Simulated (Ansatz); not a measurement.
Results of LDA (plane waves, PAW; Ansatz, a program for electronic structure) for ZrAl₃ (I4/mmm, No. 139).

Run with plane-wave cutoff 520 eV, 22×22×22 k mesh, Fermi–Dirac smearing 0.043 eV (set by the program), scalar-relativistic PAW data made under PBE.

Computed at the level's own relaxed cell.

Hill averages of the elastic tensor: K = 113.0 GPa, G = 91.6 GPa. Volume 16.650 Å³/atom, mean atomic mass 43.042 u.

Problem. Work out the density, the sound velocities of a polycrystal and the elastic Debye temperature, and Pugh's ratio at this level.

Solution. ρ = 1.66054 × 43.042/16.650 = 4.293 g/cm³. v_l = √[(K + 4G/3)/ρ] = 7.401 km/s and v_t = √(G/ρ) = 4.619 km/s. The mean follows from 3/v_m³ = 1/v_l³ + 2/v_t³: v_m = 5.089 km/s. Θ_D = (ħ/k_B) v_m (6π²/V)^(1/3) = 76.38 K Å s/km × 5.089 × 1.5264 Å⁻¹ = 593 K, counting all atoms of the cell. K/G = 1.23, to be set beside Pugh's rough bound of 1.75 between brittle and ductile metals.
